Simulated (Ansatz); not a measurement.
The reference is GaN in the wurtzite structure (space group P6_3mc, No. 186).

```xyz
4
Lattice="3.1518 0.0000 0.0000 -1.5759 2.7295 0.0000 0.0000 0.0000 5.1383" Properties=species:S:1:pos:R:3 pbc="T T T"
Ga     0.0000     1.8197     0.0015
Ga     1.5759     0.9098     2.5707
N      0.0000     1.8197     1.9356
N      1.5759     0.9098     4.5048
```

All numbers come from LDA/PAW in Ansatz (a quantum-chemistry and plane-wave program), no SOC.

Strains are applied to the cell and any free atomic positions relax.

One change was made to it. Results:

The energy goes up by 2.2 meV/atom; the mean gap deformation potential ΔEg/Δln V comes out as -6.7 eV; the pressure (mean of the normal stresses, compression positive) goes from zero to -3.49 GPa.

**Question.** Name the change that was made.
(A) isotropic strain +0.60 %
(B) isotropic strain +3.00 %
(C) isotropic strain +2.40 %
(D) isotropic strain +1.20 %

**Answer.** A, isotropic strain +0.60 %. For comparison, the energy relative to the base in the other runs: isotropic strain +3.00 % gives +51 meV/atom; isotropic strain +1.20 % gives +8.7 meV/atom; isotropic strain +2.40 % gives +33 meV/atom.

Stability against distortions was not tested.
